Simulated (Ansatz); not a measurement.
System: NbIr (model structure, Fm-3m, No. 225, 2 atoms in the cell). Method: PBEsol (Ansatz, a first-principles code, PAW).

Numerical settings: plane-wave cutoff 520 eV, 18×18×18 k mesh, Fermi–Dirac smearing 0.05 eV, no spin polarisation, scalar-relativistic PAW data made under PBE.

Cell (relaxed at this level):

IrNb has the cubic space group Fm-3m (No. 225), the rock salt structure, Pearson symbol cF8. Lattice parameters: a = 5.213 Å, b = 5.213 Å, c = 5.213 Å, α = 90.00°, β = 90.00°, γ = 90.00°. Ir on 4a is surrounded by 6 Nb at 2.606 Å (octahedral). Nb on 4b is coordinated by 6 Ir at 2.606 Å and 12 Nb at 3.686 Å. (Neighbours: up to the widest gap in distance over summed covalent radii, below 1.35, at either atom.)
(The calculation used a cell of 2 atoms; values per cell refer to that cell.)

Task: What does this level give for the bulk modulus B0?

Result: 
- bulk modulus B0: 220 GPa

Note: the run has no spin polarisation, so it can have missed a magnetic state; the bulk modulus is −V dP/dV from two relaxed cells at ±2 % in volume; the relaxation could raise the start's symmetry but not lower it, so the cell can be a saddle point.

Spin–orbit coupling is not included.

Computed values are for the static lattice.

Cost on a shared machine: very roughly 40 core-seconds.

A model structure was made by putting elements into a prototype or built by hand; it is no filed structure, need not be a known phase, and can be a saddle point held by its symmetry.
